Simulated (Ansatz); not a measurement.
We consider Sc2AlC (P6₃/mmc, No. 194, 8 atoms in the cell; start mp-13070), described by LDA in Ansatz (PAW).

Run with plane-wave cutoff 520 eV, 18×18×4 k mesh (along the axes of the cell as run), Fermi–Dirac smearing 0.05 eV, scalar-relativistic PAW data made under PBE.

Cell (relaxed at this level):

AlSc₂C has the hexagonal space group P6₃/mmc (No. 194), Pearson symbol hP8. Lattice parameters: a = 3.2282 Å, b = 3.2282 Å, c = 14.8058 Å, α = 90.00°, β = 90.00°, γ = 120.00°. Sc on 4f has 3 C at 2.230 Å and 9 Sc at 3.078–3.228 Å and 3 Al at 3.100 Å. Al on 2d sees 6 Sc at 3.100 Å. C on 2a sees 6 Sc at 2.230 Å (octahedral). (Neighbours: up to the widest gap in distance over summed covalent radii, below 1.35, at either atom; cation-cation and far metal-metal contacts left out.)

Estimate the bulk modulus B0 that the calculation returns.


- bulk modulus B0: 95.8 GPa

The run finds no gap.

Note: the bulk modulus is −V dP/dV from two relaxed cells at ±2 % in volume; the relaxation could not lower the start's symmetry, so the cell can be a saddle point above a distorted one.

Computed values are for the static lattice.

It cost about 7 core-minutes (a rough figure) of CPU time.

A start named mp-… is a Materials Project structure, which need not be a measured phase.

Ansatz is a first-principles code.
